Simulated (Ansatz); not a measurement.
HgTe (model structure, started from the PtS type, P4₂/mmc, No. 131, 4 atoms in the cell): equilibrium volume per atom by level of theory

No measured value is used here.

Question: Put these levels in order of the equilibrium volume per atom that they give for HgTe (model structure, started from the PtS type, P4₂/mmc, No. 131, 4 atoms in the cell), smallest first: PBE (Ansatz, a quantum-chemistry and plane-wave program), PBE-D3(BJ) (Ansatz), PBEsol (Ansatz).

Answer: PBEsol (35.48 Å³/atom), PBE-D3(BJ) (35.92 Å³/atom), PBE (38.75 Å³/atom)

Density-functional levels without +SOC have no spin–orbit coupling. Ansatz's density-functional and Hartree–Fock values are scalar-relativistic unless marked +SOC, with PAW data made under PBE.

A model structure was made by putting elements into a prototype or built by hand; it is no filed structure, need not be a known phase, and can be a saddle point held by its symmetry.
